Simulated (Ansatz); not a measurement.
## Cs2AgBiBr6: response to strain

The reference is Cs2AgBiBr6 (space group Fm-3m, No. 225; a = 11.1874 Å). Axes: x, y, z lie along the cube axes.

Strains are applied to the cell and any free atomic positions relax.

All numbers come from plane-wave PAW DFT at the PBEsol level (Ansatz, an electronic-structure program, 420 eV), spin-orbit coupling left out.

Candidates:
(a) uniaxial strain ε_zz = −3.00 %
(b) uniaxial strain ε_zz = −0.75 %
(c) uniaxial strain ε_zz = −2.25 %
(d) uniaxial strain ε_zz = −1.50 %

Before the change:

```
Property   Result
--------  -------
Band gap  1.10 eV
```

Problem. Order them by band gap, highest first.

Solution. (b) uniaxial strain ε_zz = −0.75 % (1.05 eV), (d) uniaxial strain ε_zz = −1.50 % (1.00 eV), (c) uniaxial strain ε_zz = −2.25 % (0.95 eV), (a) uniaxial strain ε_zz = −3.00 % (0.91 eV)

Spin-orbit coupling, missing from the scalar runs, can matter with Bi. Stability against distortions was not tested.
